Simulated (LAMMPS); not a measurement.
LAMMPS 22 Jul 2025, classical MD, EAM (Cu_mishin1.eam.alloy): Cu, 143748 atoms.

```
Quantity                                                                                          Result
-----------------------------------------------  -------------------------------------------------------
task                                                                                             MD, nve
potential                                                                      EAM, Cu_mishin1.eam.alloy
copies of the repeat unit                                                                       33×33×33
shape (slab and sphere leave vacuum in the box)                                                     bulk
temperature                                                                                        800 K
steps                                                                                                300
timestep                                                                                            2 fs
neighbor skin                                                                                        2 Å
neigh_modify                                                                   every 1 delay 0 check yes
thermo                                                                                               100
newton                                                                                      on (default)
atom_modify sort (bins of 2 Å where set)                                                  1000 (default)
comm_style                                                                               brick (default)
box                                                                              119.3 × 119.3 × 119.3 Å
start                                                    generated fcc lattice, warmed in an untimed run
compared values                                  energy and forces of the first step, drift over the run
```

Hardware: Arm Neoverse V2, 96 cores on 1 socket, no SMT, 1 L3 cache group; 94 cores' worth of CPU time may be used.

Each time is the median wall time of two to five repeats, run one at a time on the otherwise empty machine; start-up is included. Processes are pinned to neighbouring cores unless said otherwise. Build: PyPI wheel: MPICH, OPENMP and OPT packages. Other compilers and libraries give other times. Scratch files lie in a memory file system. A preparatory run goes ahead and isn't timed.

Started as
```bash
# ahead of the timed run: OMP_NUM_THREADS=1 mpirun -np 48 lmp -in in.warm -log none -nocite
OMP_NUM_THREADS=1 mpirun -np 88 lmp -in in.lmp -log log.lammps -nocite
```
(88 ranks) it takes 1.1 s and 7 neighbour list builds.

### Question
What happens to the run time with 32 ranks, unpinned?

### Answer
About 2.0 s (3 runs within 1 %): 1.8× as long, on 32 cores in place of 88, so 0.65× the core-time. The largest move is in pair forces (Pair): 0.66 s to 1.7 s. As resolved by the program: grid of ranks 2 by 4 by 11 against 2 by 4 by 4. Launch, exit and the like take 0.39 s of the 1.1 s. Change in the result: energy equal as printed, forces on 48 atoms equal as printed, drift of the total energy equal as printed.
